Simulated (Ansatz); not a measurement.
**TiC with two functionals, isotropic strain −0.80 %**

The parent structure is TiC in the rock salt structure (space group Fm-3m, No. 225; a = 4.333 Å; relaxed with 0.1 eV smearing).

(Cell as relaxed with PBE.)

Levels (all Ansatz, a quantum-chemistry and plane-wave program, PAW): PBE (420 eV, without spin-orbit coupling); r2SCAN (500 eV, scalar-relativistic without spin-orbit coupling).

Each level relaxes its own structure.

```
base                      PBE    r2SCAN
-------------------  --------  --------
volume per atom      10.17 Å³  10.13 Å³
lattice parameter a   4.333 Å   4.328 Å
band gap                 zero      zero
```

One thing is altered: an isotropic linear strain of −0.80 %, atoms relaxed at fixed cell.

```csv
quantity,PBE,r2SCAN
pressure,6.3 GPa,[?]
energy relative to the base (free energy F),+4.7 meV/atom,[?]
band gap,zero,[?]
```

### Question
What does r2SCAN give?

### Answer

- pressure, r2SCAN: 6.6 GPa
- energy relative to the base (free energy F), r2SCAN: +4.9 meV/atom
- band gap, r2SCAN: zero

PBE's pressure lies 0.3 GPa below r2SCAN's; the two agree on the band gap. Neither level is exact; r2SCAN is the comparison here, not a measurement.

No phonon test of stability was made. All final runs are without spin polarisation.
